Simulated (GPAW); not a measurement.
```
CELL_PARAMETERS angstrom
      6.10138     0.00000     0.00000
      0.00000     5.62115     0.00000
      0.00000     0.00000     4.72826
ATOMIC_POSITIONS crystal
  Pb 0.22295 0.01534 0.75000
  Pb 0.77705 0.98466 0.25000
  Pb 0.22295 0.48466 0.25000
  Pb 0.77705 0.51534 0.75000
  O  0.87150 0.90499 0.75000
  O  0.12850 0.09501 0.25000
  O  0.87150 0.59501 0.25000
  O  0.12850 0.40499 0.75000
```

Computed with PBEsol, GPAW PAW datasets PBEsol (made by gpaw-setup) (plane waves; GPAW).

The set-up and first iterations of a GPAW log for PbO (Pbcm, 8 atoms in the cell):

```
Input parameters:
  convergence: {bands: -4,
                density: 5e-09,
                eigenstates: 1e-18,
                energy: 1e-14}
  kpts: [3 3 3]
  maxiter: 100
  mode: {ecut: 950,
         name: pw}
  nbands: -6
  occupations: {name: fermi-dirac,
                width: 0.0}
  symmetry: {symmorphic: False,
             tolerance: 0.0005}
  xc: PBEsol

species:
  Pb:
    name: Lead
    Z: 82.0
    valence: 14
    core: 68
    charge: 0.0
    file: Pb.PBEsol.gz

    # Using partial waves for Pb as LCAO basis

  O:
    name: Oxygen
    Z: 8.0
    valence: 6
    core: 2
    charge: 0.0
    file: O.PBEsol.gz

    # Using partial waves for O as LCAO basis

Reference energy: -2276627.844788  # eV

Spin-paired calculation

Convergence criteria:
 Maximum [total energy] change in last 3 cyles: 1e-14 eV / valence electron
 Maximum integral of absolute [dens]ity change: 5e-09 electrons / valence electron
   [... lines left out ...]
  External potential:
    NoExternalPotential

XC parameters: PBEsol with 2 nearest neighbor stencil

Number of atoms: 8
Number of atomic orbitals: 52
Number of bands in calculation: 46
Number of valence electrons: 80
Bands to converge: 42

Density initialized from atomic densities
  46 bands from LCAO basis set

Atomic positions and initial magnetic moments

Positions:
   0 Pb     1.360303    0.086228    3.546195    ( 0.0000,  0.0000,  0.0000)
   1 Pb     4.741077    5.534922    1.182065    ( 0.0000,  0.0000,  0.0000)
   2 Pb     1.360303    2.724347    1.182065    ( 0.0000,  0.0000,  0.0000)
   3 Pb     4.741077    2.896803    3.546195    ( 0.0000,  0.0000,  0.0000)
   4 O      5.317353    5.087085    3.546195    ( 0.0000,  0.0000,  0.0000)
   5 O      0.784027    0.534065    1.182065    ( 0.0000,  0.0000,  0.0000)
   6 O      5.317353    3.344640    1.182065    ( 0.0000,  0.0000,  0.0000)
   7 O      0.784027    2.276510    3.546195    ( 0.0000,  0.0000,  0.0000)

Unit cell:
           periodic     x           y           z      points  spacing
  1. axis:    yes    6.101380    0.000000    0.000000    45     0.1356
  2. axis:    yes    0.000000    5.621150    0.000000    40     0.1405
  3. axis:    yes    0.000000    0.000000    4.728260    36     0.1313

  Lengths:   6.101380   5.621150   4.728260
  Angles:   90.000000  90.000000  90.000000

Effective grid spacing dv^(1/3) = 0.1358
     iter     time        total  log10-change:
                         energy   eigst   dens
iter:   1 --:--:--   -54.942995   +0.41
iter:   2 --:--:--   -52.400189   -0.39  -1.01
iter:   3 --:--:--   -47.592713   -0.04  -1.07
iter:   4 --:--:--   -47.644054   -1.10  -1.37
iter:   5 --:--:--   -47.885866   -1.01  -1.44
```

Question: Will this run converge, and how will it end?

Answer: The run ended unconverged after 100 iterations. It gives no final result for the task that was set. The log goes on:

```
   [... 45 lines left out ...]
iter:  51 --:--:--   -47.501027  -13.79  -7.76
iter:  52 --:--:--   -47.501027  -13.77  -7.86
iter:  53 --:--:--   -47.501027  -15.03  -8.00
   [... lines left out ...]
iter:  99 --:--:--   -47.501027  -21.77c -12.96c
iter: 100 --:--:--   -47.501027  -21.70c -13.14c

Did not converge!

Here are some tips:

1) Make sure the geometry and spin-state is physically sound.
2) Use less aggressive density mixing.
3) Solve the eigenvalue problem more accurately at each scf-step.
4) Use a smoother distribution function for the occupation numbers.
5) Try adding more empty states.
6) Use enough k-points.
7) Don't let your structure optimization algorithm take too large steps.
8) Solve the Poisson equation more accurately.
9) Better initial guess for the wave functions.

See details here:

    https://gpaw.readthedocs.io/documentation/convergence.html
Traceback (most recent call last):
   [... frames left out ...]
gpaw.KohnShamConvergenceError: Did not converge!  See text output for help.
```

The starting cell comes from a database of computed structures (which also holds hypothetical and non-ambient phases and stackings), without a prior relaxation at this level. Spin-orbit coupling is off.

The run was DFT PBEsol, plane waves, GPAW PAW datasets PBEsol (made by gpaw-setup). Main settings of its input:

mode: pw
ecut: 950 eV
xc: PBEsol
kpts: 3 3 3
mesh shift (steps): 0 0 0
occupations.name: fermi-dirac
occupations.width: 0 eV
nbands: -6
convergence.energy: 1e-14 eV/electron
convergence.density: 5e-09 e/electron
convergence.eigenstates: 1e-18
convergence.bands: -4
